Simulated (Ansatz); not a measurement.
Base system: GaAs in the zinc blende structure (space group F-43m, No. 216).

```
GaAs
1.0
    0.00000     2.83335     2.83335
    2.83335     0.00000     2.83335
    2.83335     2.83335     0.00000
Ga As
1 1
Direct
  0.00000   0.00000   0.00000
  0.25000   0.25000   0.25000
```

Cartesian axes are those of the cell as printed.

Level of theory: r2SCAN, PAW, 500 eV (Ansatz, a program for electronic structure; no spin-orbit coupling).

Before the change:

| Quantity | Value |
|---|---|
| Electron mass | 0.051 mₑ (at Γ) |
| Band gap | 0.96 eV |

Now apply this change: the cell is stretched by 0.50 % along z with no lateral relaxation, atoms relaxed at fixed cell.

### Question
What does the calculation give for the electron mass and band gap after the change?

### Answer
The electron mass becomes 0.049 mₑ (at Γ) (base: 0.051 mₑ (at Γ)); the band gap drops by 0.05 eV to 0.91 eV.

The cells carry an imposed strain or load. Masses are band curvatures over ±0.01 Å⁻¹ around the edge. Whether these cells are dynamically stable was not tested.
